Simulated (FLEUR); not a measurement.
Band structure of HfBe2 (P6/mmm, 3 atoms in the cell).

```xyz
3
Lattice="3.7795 0.0000 0.0000 -1.8898 3.2731 0.0000 0.0000 0.0000 3.1700" Properties=species:S:1:pos:R:3 pbc="T T T"
Hf     0.0000     0.0000     0.0000
Be     0.0000     2.1821     1.5850
Be     1.8898     1.0910     1.5850
```

Computed with LDA (Perdew-Zunger), all-electron FLAPW (FLEUR), scalar-relativistic valence.

Settings: Kmax = 4.3 1/bohr; GmaxXC = 17.2 1/bohr; xcFunctional = pz; jspins = 1; l_soc = F; mode = hist; fermiSmearingEnergy = 0.00183747 Htr; mesh (inpgen div1-3) = 10 10 10; inpgen gamma flag = true; Gmax = 17.2 1/bohr; numbands = 0; maxIterBroyd = 15; imix = Anderson; alpha = 0.05.

The starting cell comes from a database of computed structures (which also holds hypothetical and non-ambient phases and stackings), without a prior relaxation at this level. Spin-orbit coupling is off. Values depend on the basis (sphere radii, cutoffs, local orbitals), which need not be converged.

Levels in eV from the Fermi level, bands 12 to 19:
```json
[
 {"point": "Γ", "12": "-7.92", "13": "-1.03", "14": "-1.03", "15": "-0.42", "16": "3.84", "17": "4.50", "18": "4.50", "19": "5.74"},
 {"point": "M", "12": "-5.36", "13": "-3.95", "14": "-0.92", "15": "0.19", "16": "1.48", "17": "3.58", "18": "3.74", "19": "4.08"},
 {"point": "K", "12": "-4.14", "13": "-3.62", "14": "-3.62", "15": "2.07", "16": "2.29", "17": "2.29", "18": "3.18", "19": "3.18"},
 {"point": "A", "12": "-4.76", "13": "-3.82", "14": "0.41", "15": "0.41", "16": "1.75", "17": "1.75", "18": "2.83", "19": "2.83"},
 {"point": "L", "12": "-4.12", "13": "-1.94", "14": "-1.75", "15": "-1.52", "16": "-0.60", "17": "4.40", "18": "4.73", "19": "6.96"},
 {"point": "H", "12": "-3.48", "13": "-3.48", "14": "-0.94", "15": "-0.94", "16": "-0.60", "17": "3.18", "18": "6.30", "19": "6.30"}
]
```
